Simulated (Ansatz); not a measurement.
**GaN in the zinc blende structure (space group F-43m, No. 216)**

```
GaN
1.0
    0.00000     2.24904     2.24904
    2.24904     0.00000     2.24904
    2.24904     2.24904     0.00000
Ga N
1 1
Direct
  0.00000   0.00000   0.00000
  0.25000   0.25000   0.25000
```

All numbers come from DFT with PBEsol, PAW potentials and a 420 eV plane-wave cutoff in Ansatz (a quantum-chemistry and plane-wave program), no spin-orbit coupling. Settings: 13×13×13 k-points, 0.05 eV Fermi–Dirac smearing.

| Quantity | Value |
|---|---|
| Volume per atom | 11.38 Å³ |
| Density | 6.11 g/cm³ |
| Band gap | 1.70 eV, direct at Γ |
| Electron mass | 0.15 mₑ |
| Hole mass (degenerate bands, along [100]) | 0.16, 0.86, 0.86 mₑ |
| Lowest conduction-band minima above the VBM | Γ 1.70 eV |
| Total energy | -2061.418 eV/atom (σ→0; compares only within this code and set-up) |

Masses are band curvatures over ±0.01 Å⁻¹ around the edge. No phonon test of stability was made. This is not the structure that GaN has at room temperature and ambient pressure.
